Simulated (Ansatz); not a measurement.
**How the lattice constant a of ScSiCN (model structure, started from the AlSiCN type, P3m1, No. 156, 4 atoms in the cell) moves with the method**

No measured value is used here.

| level (code) | value (Å) |
|---|---|
| LDA (Ansatz) | 3.271 |
| PBE (Ansatz) | 3.311 |
| PBEsol (Ansatz) | 3.294 |
| r²SCAN (Ansatz) | ? |

Some entries are withheld; supply them.


- r²SCAN (Ansatz, an electronic-structure program), value (Å): 3.299

Cutoffs differ between the levels. Ansatz's density-functional and Hartree–Fock values are scalar-relativistic unless marked +SOC, with PAW data made under PBE.

A model structure was made by putting elements into a prototype or built by hand; it is no filed structure, need not be a known phase, and can be a saddle point held by its symmetry.
